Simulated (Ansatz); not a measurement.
Cubic perovskite RbCdF3 was calculated with LDA in Ansatz (plane waves, PAW).

Run with plane-wave cutoff 500 eV, 10×10×10 k mesh, Fermi–Dirac smearing 0.05 eV, scalar-relativistic PAW data made under PBE.

Cell (relaxed at this level):

Space group Pm-3m (No. 221); a = b = c = 4.3281 Å, α = β = γ = 90.00°

```json
[
 {"atom": "Rb", "site": "1a", "symmetry": "m-3m", "x": "0.0000", "y": "0.0000", "z": "0.0000"},
 {"atom": "Cd", "site": "1b", "symmetry": "m-3m", "x": "0.5000", "y": "0.5000", "z": "0.5000"},
 {"atom": "F", "site": "3c", "symmetry": "4/mm.m", "x": "0.0000", "y": "0.5000", "z": "0.5000"}
]
```

**Question.** What does this level give for the band gap?

**Answer.** 
- band gap: 2.96 eV (on the SCF k mesh)

Note: the relaxation could not lower the start's symmetry, so the cell can be a saddle point above a distorted one.

Spin–orbit coupling is not included.

Computed values are for the static lattice.

It cost around 50 core-seconds (rough) of CPU time.

Ansatz is a program for electronic structure.
